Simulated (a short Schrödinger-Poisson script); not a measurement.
# Symmetric double-gate stack, SiO2 on p-type GaAs

Stack: symmetric double-gate stack, SiO2 on p-type GaAs, at 400 K.

| layer | material | thickness (nm) | Na (cm⁻³) |
|---|---|---|---|
| 1 | SiO2 | 2.5 | - |
| 2 | GaAs | 10 | 3e15 |
| 3 | SiO2 | 2.5 | - |

The device is made up for the run: typed textbook-type constants, with dimensions and the other settings drawn at random. SiO2: permittivity 3.9, conduction-band edge (eV) 3.17, gap (eV) 9, electron mass (mₑ) 0.5. GaAs: permittivity 12.9, conduction-band edge (eV) 0, gap (eV) 1.424, Nv at 300 K (cm⁻³) 9e18.

Channel valleys (confinement mass, in-plane density-of-states mass, number): Γ 0.067, 0.067, 1. At the gates, both at one voltage, the conduction-band edge of layer 1 lies 3.21 eV − eVg above the Fermi level of the channel. Gaps are held at their typed values at every temperature. Mesh 0.03 nm at interfaces.

Solved with a short Schrödinger-Poisson script written for these runs: 1D Poisson equation in equilibrium, electrons quantum, Hartree (BenDaniel-Duke, 12 states a valley, the channel's in-plane mass for all, wave functions ending at the dielectric), parabolic valleys, classical holes, full ionisation, no traps, pinning or gate leakage.

```tsv
Vg (V)	electrons (cm⁻²)	C (μF/cm²)	Γ E0 (meV)	Γ E1 (meV)
-0.3	9.86e6	< 0.003	396.3	564.7
-0.1	3.24e9	0.0151	196.6	364.9
0.1	3.76e11	0.853	25.9	192.6
0.3	1.85e12	1.36	-58.7	101.7
0.5	3.66e12	1.53	-119.0	34.4
0.7	5.66e12	1.67	-166.8	-20.0
0.9	7.79e12	1.73	-207.0	-66.5
1.1	9.97e12	1.76	-244.5	-109.9
1.3	1.22e13	1.77	-281.2	-152.3
1.5	1.44e13	1.79	-317.3	-193.8
```

Gate voltages with under 1e6 electrons/cm² are left out.

Subbands count from the Fermi level. The capacitance is that of both gates.

Above a few 1e12 electrons/cm² a light Γ valley is non-parabolic and upper valleys begin to fill, which the model leaves out.
